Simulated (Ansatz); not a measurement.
The reference is SiO2 in the rutile structure (space group P4_2/mnm, No. 136; a = 4.236 Å, c = 2.690 Å).

The values are results of PBE (Ansatz, a quantum-chemistry and plane-wave program, PAW, no spin-orbit coupling), earlier PAW set, not measurements.

Strains are applied to the cell and any free atomic positions relax.

One change was made to it. Results:

```tsv
quantity	base	after
valence-band top at Γ (three highest levels, from the VBM)	0.00, -0.85, -0.85 eV	0.00, -0.79, -0.79 eV
energy relative to the base (free energy F)	0 meV/atom	+21 meV/atom
electron mass	0.36 mₑ along c, 0.45 mₑ across (at Γ)	0.33 mₑ along c, 0.40 mₑ across (at Γ)
mean gap deformation potential ΔEg/Δln V	–	-15.1 eV
```

**Question.** What was done to the base?
A) isotropic strain +1.90 %
B) isotropic strain −0.62 %
C) isotropic strain +0.92 %
D) isotropic strain −0.91 %

**Answer.** A, isotropic strain +1.90 %. For comparison, the valence-band top at Γ in the other runs: isotropic strain +0.92 % gives 0.00, -0.82, -0.82 eV; isotropic strain −0.91 % gives 0.00, -0.88, -0.88 eV; isotropic strain −0.62 % gives 0.00, -0.87, -0.87 eV.

Masses are band curvatures over ±0.01 Å⁻¹ around the edge. No phonon test of stability was made.
